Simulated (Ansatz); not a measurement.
## SnTe: x(Cd) = 0.25, 8 atoms, Cmmm

Consider SnTe in the rock salt structure (space group Fm-3m, No. 225; a = 6.370 Å).

The other end (x = 1) is CdTe in the rock salt structure (space group Fm-3m, No. 225; a model cell): 28.13 Å³/atom, gap zero; this end may not be an ambient phase.

One thing is altered: a fraction x = 0.25 of the Sn sites is given to Cd, ordered in a cell of 8 atoms (starting symmetry Cmmm) and fully relaxed.

Level of theory: r2SCAN, PAW, 500 eV (Ansatz, a program for electronic structure; no spin-orbit coupling). Settings: 7×7×11 k-points, 0.05 eV Fermi–Dirac smearing, for the changed cell.

| quantity | base | changed | shift |
|---|---|---|---|
| volume per atom | 32.30 Å³ | 31.20 Å³ | -1.108 Å³ |
| density | 6.33 g/cm³ | 6.51 g/cm³ | +0.18 g/cm³ |
| shortest interatomic distance | 3.185 Å | 3.095 Å | -0.090 Å |
| band gap | 0.13 eV | zero | – |
| deviation of the volume from the linear (Vegard-type) interpolation | – | -0.2 % | – |
| mean first-shell distances | – | Sn–Te 3.166 Å (end compound 3.185 Å), Cd–Te 3.096 Å (end compound 3.041 Å) | – |

These are small ordered cells, not random alloys; other orderings at the same x differ. With Te present, leaving out spin-orbit coupling can change the band edges. Stability against distortions was not tested. All final runs are without spin polarisation. This is not the structure that CdTe has at room temperature and ambient pressure. The zero or small gap of SnTe can change with the level of theory.
